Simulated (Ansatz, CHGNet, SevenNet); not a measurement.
**HfSiO₄ (I4₁/amd, No. 141, 12 atoms in the cell; start COD 9000852): properties by level of theory**

| level (code) | equilibrium lattice constant a (Å) | c axis length (Å) |
|---|---|---|
| CHGNet 0.3.0 | 6.625 | 6.008 |
| SevenNet-0 | 6.628 | 6.000 |
| SevenNet-l3i5 | 6.625 | 6.004 |
| PBE (Ansatz) | 6.646 | 6.014 |
| PBE-D3(BJ) (Ansatz) | 6.607 | 5.996 |
| r²SCAN (Ansatz) | 6.582 | (withheld) |

Problem. Some entries are withheld; supply them.

Solution. 
- r²SCAN (Ansatz, a quantum-chemistry and plane-wave program), c axis length (Å): 5.971

Caveats: the relaxation could not lower the start's symmetry, so the cell can be a saddle point above a distorted one (CHGNet 0.3.0, SevenNet-0, SevenNet-l3i5, PBE, PBE-D3(BJ)). Ansatz's density-functional and Hartree–Fock values are scalar-relativistic unless marked +SOC, with PAW data made under PBE.
